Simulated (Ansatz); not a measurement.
The starting structures come from a database of crystals and need not be the phases stable at ambient conditions.

 Where the default PAW files enter, the runs use the earlier of Ansatz's two default sets.

Inside the gap of an insulator the Bloch states are evanescent, with a wavenumber k + iκ along the transport direction.

Here is the system:

```yaml
crystal:
  lattice:
    - [4.54728, 0.00000, 0.00000]
    - [0.00000, 5.15943, 0.00000]
    - [0.00000, 0.00000, 7.59332]
  atoms:
    - { symbol: Se, position: [0.25694, 0.50000, 0.00021] }
    - { symbol: Se, position: [0.74306, 0.50000, 0.50021] }
    - { symbol: Se, position: [0.11809, 0.00000, 0.37523] }
    - { symbol: Se, position: [0.88191, 0.00000, 0.87523] }
    - { symbol: O, position: [0.74744, 0.00000, 0.67402] }
    - { symbol: O, position: [0.25256, 0.00000, 0.17402] }
    - { symbol: O, position: [0.84226, 0.25122, 0.33799] }
    - { symbol: O, position: [0.15774, 0.74878, 0.83799] }
    - { symbol: O, position: [0.84226, 0.74878, 0.33799] }
    - { symbol: O, position: [0.15774, 0.25122, 0.83799] }
    - { symbol: O, position: [0.38800, 0.50000, 0.46435] }
    - { symbol: O, position: [0.61200, 0.50000, 0.96435] }
```

Space group of this cell: Pmc2_1. The cell was relaxed by PBE-D3(BJ); by r2SCAN its mean pressure is -3.7 GPa.

Transport runs along the normal of the first two printed cell vectors.

The gap is the functional's own. No spin-orbit coupling. Mid-gap values are interpolated on the energy grid.

Task: Estimate the band gap and the smallest decay constant κ at mid-gap that r2SCAN (Ansatz, a first-principles code) returns for this system.

Result: Gap 3.92 eV on a 8×6×4 mesh; κ = 0.490 1/Å, at (0.500, 0.000) of the in-plane reciprocal vectors. At the zone centre, at the nearest computed energy, the slowest state has κ = 0.55 1/Å.
